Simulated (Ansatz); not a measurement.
Hypothetical rock salt WGe under a change: uniaxial strain ε_yy = +2.77 %

Start from WGe in the rock salt structure (space group Fm-3m, No. 225; a = 5.122 Å; a hypothetical phase, not in the database extracts checked). Axes: x, y, z lie along the cube axes.

It is then changed as follows: uniaxial strain ε_yy = +2.77 %, all other strain components held at zero, atoms relaxed at fixed cell.

The values are results of DFT with r2SCAN, PAW potentials and a 500 eV plane-wave cutoff in Ansatz (a quantum-chemistry and plane-wave program), no SOC, not measurements. Γ-centred 16×16×16 mesh, Fermi–Dirac width 0.05 eV.

```json
[
 {"quantity": "volume per atom", "base": "16.79 Å³", "changed": "17.26 Å³", "shift": "+0.47 Å³"},
 {"quantity": "space group", "base": "Fm-3m (No. 225)", "changed": "I4/mmm (No. 139)", "shift": "–"},
 {"quantity": "energy relative to the base (free energy F)", "base": "0 meV/atom", "changed": "+15 meV/atom", "shift": "+15 meV/atom"},
 {"quantity": "band gap", "base": "zero", "changed": "zero", "shift": "–"},
 {"quantity": "stress (xx, yy, zz, yz, xz, xy; compression positive) (rough)", "base": "–", "changed": "(-1.8, -9.8, -1.8, 0.0, 0.0, 0.0) GPa", "shift": "–"}
]
```

Final structure:

```xyz
2
Lattice="0.0000 2.6318 2.5608 2.5608 0.0000 2.5608 2.5608 2.6318 0.0000" Properties=species:S:1:pos:R:3 pbc="T T T"
Ge     0.0000     0.0000     0.0000
W      2.5608     2.6318     2.5608
```

Without a gap, meshes like the base's 16×16×16 leave anisotropic stresses uncertain by several tenths of a GPa, and small strain energies with them. Stability against distortions was not tested. The final runs are not spin-polarised. WGe has a high density of states at the Fermi level and may be magnetic at this level.
